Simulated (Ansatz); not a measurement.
Defect migration in 4H silicon carbide: interstitial Na, charge state +1. The step: a direct jump of one Na atom; the atom moves 3.09 Å along (-1.00, -1.00, 0.00) of the unit cell; the moving atom starts with neighbours 3 C at 2.09, 3 C at 2.39; 3 Si at 2.20, 3 Si at 2.47 Å and ends with 3 C at 2.09, 3 C at 2.39; 3 Si at 2.20, 3 Si at 2.47 Å. DFT values are from Ansatz (plane-wave PAW, 420 eV unless said) in a cell of 72 host sites, spin-restricted, static, with no finite-size correction. The charge state is imposed; whether it is stable for some Fermi level was not computed. Sites that were not tried may lie lower. For the PBE band: the program found a first-order saddle point.

```json
[
 {"Level": "CHGNet universal potential (has no charge state), its own band", "Forward barrier (eV)": "1.51", "Cost of the band or of the saddle's single point": "-"},
 {"Level": "PBE, the Γ point alone, band relaxed", "Forward barrier (eV)": "3.65", "Cost of the band or of the saddle's single point": "very roughly 16 core-minutes"},
 {"Level": "PBE, a 2×2×2 k-point mesh shifted by half a step along c, same geometries", "Forward barrier (eV)": "4.15", "Cost of the band or of the saddle's single point": "very roughly 50 core-seconds"},
 {"Level": "r2SCAN at 500 eV, the Γ point alone, same geometries", "Forward barrier (eV)": "4.12", "Cost of the band or of the saddle's single point": "around 30 core-seconds (rough)"}
]
```

Ansatz is a quantum-chemistry and plane-wave program.
